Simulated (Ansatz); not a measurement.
Checking a run of Ansatz (a program for electronic structure) on LaP (Pnma, 8 atoms in the cell). The aim is a self-consistent single point with DFT, PBE, plane waves, default PAW files.

Cell that was meant: a = 12.0529 Å, b = 4.1903 Å, c = 4.9501 Å, α = 90.00°, β = 90.00°, γ = 90.00°.

Part of the input:

```yaml
# LaP
crystal:
  lattice:
    - [6.378100, 0.000000, 0.000000]
    - [0.000000, 2.217410, 0.000000]
    - [0.000000, 0.000000, 2.619468]
  atoms:
    - { symbol: La, position: [0.122100, 0.250000, 0.127700] }
    - { symbol: La, position: [0.377900, 0.750000, 0.627700] }
```

Log, with long lists cut:

```
WARN basis.ecutwfc = 420 eV, the default
WARN ansatz: RAYON_NUM_THREADS=1 ignored (pool sized by the plan → 1); use --threads N
   [... lines left out ...]
Bands: 40, of which v1, the nominal top of the filled ones, is band 32 counted from 1 (31 counted from 0)
Symmetry: 8 space group operations
Space group: Pnma (ITA 62), of the structure as read, at distance tolerance 3.3e-5 Å
k-points: 18 of 50
Initial density: superposition of atomic densities (neutral atoms: chi_scale 0, normalization atom), corrected by the library's trained network
Initial wavefunctions: pseudopotential atomic-orbital guess
Eigensolver: davidson
Functional: x = pbe(κ = 0.804, μ = 0.2195149727645171), c = pbe(β = 0.06672455060314922)
SCF iter   1: F=—  HF=-28890.188233 eV  |F-HF|=—  |Δ(HF+E_count)|=         —  Δρ=3.24e0  dr2=2.64e3  ethr=1.77e-3  ⟨swp⟩=26.0  Hψ=10767  notcnv=0  defer=3
all-band conjugate gradients solve this SCF's bands
preconditioner: auto → LDOS
SCF iter   2: F=—  HF=-27894.674413 eV  |F-HF|=—  |Δ(HF+E_count)|=    9.96e2  Δρ=1.28e0  dr2=8.71e2  ethr=1.77e-3  ⟨swp⟩=24.2  Hψ=13005  notcnv=0  defer=115
   [... lines left out ...]
SCF iter   9: F=—  HF=-27616.107486 eV  |F-HF|=—  |Δ(HF+E_count)|=   8.45e-5  Δρ=2.40e-4  dr2=1.30e-5  ethr=2.45e-7  ⟨swp⟩=8.6  Hψ=2959  notcnv=0  defer=29
SCF iter  10: F=—  HF=-27616.107521 eV  |F-HF|=—  |Δ(HF+E_count)|=   3.50e-5  Δρ=5.97e-5  dr2=9.30e-7  ethr=2.02e-8  ⟨swp⟩=7.2  Hψ=2821  notcnv=0  defer=29
SCF iter  11: F=-27616.107521 eV  HF=-27616.107521 eV  |F-HF|=1.27e-8  |Δ(HF+E_count)|=   2.90e-7  Δρ=7.81e-6  dr2=1.54e-8  ethr=1.56e-10  ⟨swp⟩=61.2  Hψ=19928  notcnv=0
SCF 1 converged in 11 iterations: F = -27616.107521 eV  dr2 = 1.54e-8
Free energy (F): -27616.107521 eV
Internal energy: -27616.091352 eV  (E = F + TS)
E sigma→0 (E₀):  -27616.099436 eV
Entropy (-TS):   -0.016169 eV (-2.021 meV/atom)
Fermi energy:    59.590734 eV
--- Forces (eV/Å), atoms counted from 1 ---
  atom   1  La   -73.95772101     0.00000000   -69.79291709
  atom   2  La    73.95772101     0.00000000   -69.79291709
  atom   3  La    73.95772101     0.00000000    69.79291709
  atom   4  La   -73.95772101     0.00000000    69.79291709
  atom   5  P     52.79898721     0.00000000   -73.61296536
  atom   6  P    -52.79898721     0.00000000   -73.61296536
  atom   7  P    -52.79898721     0.00000000    73.61296536
  atom   8  P     52.79898721     0.00000000    73.61296536
--- Stress (GPa, compression-positive) ---
     3308.042245       0.000000       0.000000
        0.000000    3648.596510       0.000000
        0.000000       0.000000    3177.227302
  P = ⅓ Tr σ = 3377.9554 GPa (33779.554 kbar)
  The stress holds the Pulay correction. Without it, at fixed plane waves, as pw.x and ABINIT print it: P = 3376.6322 GPa
```

Q: Is this run sound? If not, what is wrong?

A: The run is not sound. The fault is this: lattice multiplied by the bohr radius once too often. 1 bohr is 0.529 Å, so a mix-up scales every length by 1.89 or 0.529 and the volume by 6.75 or 0.148. To fix it, give the lengths in the unit that the key or card expects. The run converged in 11 iterations without an error; against the sound input the free energy goes up by 51.8 eV/atom, the pressure goes from -1.92 to 3378 GPa, the largest force goes from 1.104 to 101.7 eV/Å and no clean gap remains on the mesh (levels overlap or are partly filled), against 0.55 eV before.

An input that runs soundly differs in these lines (not the only fix; some lines may just follow from the change or write a value another way):
```diff
-    - [6.378100, 0.000000, 0.000000]
-    - [0.000000, 2.217410, 0.000000]
-    - [0.000000, 0.000000, 2.619468]
+    - [12.052863, 0.000000, 0.000000]
+    - [0.000000, 4.190298, 0.000000]
+    - [0.000000, 0.000000, 4.950078]
```

With that input, the run converged in 7 iterations: free energy E − TS (on the zero of these files) -28030.4268 eV; gap on the k-point mesh 0.55 eV; pressure -1.92 GPa; largest force (vector length) 1.104 eV/Å (DFT, PBE, plane waves, default PAW files).

On the sound input: the starting cell was generated: these elements placed on a structure prototype, without a prior relaxation; it need not be a known phase or ordering of this composition. Forces in this geometry exceed 1 eV/Å. Ansatz's pressure includes its estimate of the finite-basis (Pulay) stress.

Keys are those of Ansatz 0.2.
